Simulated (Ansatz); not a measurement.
For MoPt2 (Immm, No. 71), PBEsol in Ansatz (plane waves, PAW) gives:

| Quantity | Value |
|---|---|
| volume per atom | 14.87 Å³/atom |
| bulk modulus | 305 GPa |

Problem. What does r²SCAN-D4 (Ansatz, an electronic-structure program, plane waves, PAW) give for the same quantities?

Solution. 
- equilibrium volume per atom: 15.00 Å³/atom (grows by 0.9 %)
- bulk modulus: 301 GPa (falls by 1.3 %)

Changes are worked out from the printed values.

Unless a cell is named, each level is at its own relaxed cell (PBEsol 14.87, r²SCAN-D4 15.00 Å³/atom).

Levels without +SOC leave out spin–orbit coupling, which shifts energies and cells of such heavy elements.

The crystal itself was run without spin with PBEsol, r²SCAN-D4; a magnetic state was not tried in these runs.

Caveats: the relaxation could not lower the start's symmetry, so the cell can be a saddle point above a distorted one (PBEsol, r²SCAN-D4). Ansatz's density-functional and Hartree–Fock values are scalar-relativistic unless marked +SOC, with PAW data made under PBE.
